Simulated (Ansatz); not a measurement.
The starting structures come from a database of crystals and need not be the phases stable at ambient conditions.

## Evanescent states of CsMgCl$_{3}$ (P6_3/mmc, not sure to be the ambient phase, 10 atoms a cell, 28.5 Å³ an atom) along the normal of (100)

All values below come from r2SCAN (plane waves, PAW; Ansatz, an electronic-structure program).

The gap is the functional's own, uncorrected, and κ follows it; spin-orbit coupling is left out. Mid-gap values are interpolated between the computed energies.

Energies count from the valence-band top; κ is the least over a 6×4 mesh across the current.

```json
[
 {"E (eV)": "0.14", "κ (1/Å)": "0.225", "where": "Γ"},
 {"E (eV)": "0.42", "κ (1/Å)": "0.280", "where": "Γ"},
 {"E (eV)": "0.70", "κ (1/Å)": "0.317", "where": "Γ"},
 {"E (eV)": "0.98", "κ (1/Å)": "0.345", "where": "Γ"},
 {"E (eV)": "1.26", "κ (1/Å)": "0.365", "where": "Γ"},
 {"E (eV)": "1.54", "κ (1/Å)": "0.380", "where": "Γ"},
 {"E (eV)": "1.82", "κ (1/Å)": "0.391", "where": "Γ"},
 {"E (eV)": "2.10", "κ (1/Å)": "0.398", "where": "Γ"},
 {"E (eV)": "2.38", "κ (1/Å)": "0.402", "where": "Γ"},
 {"E (eV)": "2.66", "κ (1/Å)": "0.403", "where": "Γ"},
 {"E (eV)": "2.94", "κ (1/Å)": "0.402", "where": "Γ"},
 {"E (eV)": "3.22", "κ (1/Å)": "0.398", "where": "Γ"},
 {"E (eV)": "3.50", "κ (1/Å)": "0.391", "where": "Γ"},
 {"E (eV)": "3.78", "κ (1/Å)": "0.381", "where": "Γ"},
 {"E (eV)": "4.06", "κ (1/Å)": "0.369", "where": "Γ"},
 {"E (eV)": "4.34", "κ (1/Å)": "0.353", "where": "Γ"},
 {"E (eV)": "4.62", "κ (1/Å)": "0.333", "where": "Γ"},
 {"E (eV)": "4.90", "κ (1/Å)": "0.309", "where": "Γ"},
 {"E (eV)": "5.18", "κ (1/Å)": "0.278", "where": "Γ"},
 {"E (eV)": "5.46", "κ (1/Å)": "0.238", "where": "Γ"},
 {"E (eV)": "5.74", "κ (1/Å)": "0.183", "where": "Γ"},
 {"E (eV)": "6.02", "κ (1/Å)": "0.085", "where": "Γ"}
]
```

Task: How thick must the barrier be to attenuate the transmission by 10^6 when the electrodes' Fermi level lies at 5.46 eV, and what attenuation does that film give at 2.94 eV?

Result: d = 6 ln 10 / (2 × 0.238) = 29.0 Å. At 2.94 eV it gives 6 × 0.402/0.238 = 10.1 decades.
